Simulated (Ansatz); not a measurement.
## Nb (Fmmm): band-structure transport figures

Data:

```yaml
crystal:
  lattice:
    - [-1.64601, 1.64601, 1.63878]
    - [1.64601, -1.64601, 1.63878]
    - [1.62044, 1.62044, -1.63878]
  atoms:
    - { symbol: Nb, position: [0.00000, 0.00000, 0.00000] }
```

The numbers are results of PBEsol, rigid bands (plane waves, PAW, scalar-relativistic; Ansatz, a program for electronic structure), not measurements. Condition of this run: uniaxial stress along [110] of 1 GPa (compression positive) (the target of the relaxation). Geometry: cell and atoms relaxed with PBEsol, then loaded as said.

```
Item                                                             Result
------------------------------------  ---------------------------------
density of states at the Fermi level  1.43 states/(eV·cell), both spins
bare Sommerfeld coefficient                    3.4 mJ/(mol of atoms·K²)
Drude plasma energy                                              9.4 eV
root-mean-square Fermi velocity                               6.4e5 m/s
resistivity times τ                                    5.5 ×10⁻²² Ω·m·s
resistivity times mean free path                        3.8 ×10⁻¹⁶ Ω·m²
```

A metal at this level (no band gap); rigid bands, thermally averaged at 300 K, both spins. Spin-orbit coupling is left out. τ is one relaxation time for all states; the product of resistivity and mean free path takes one path for all states instead.
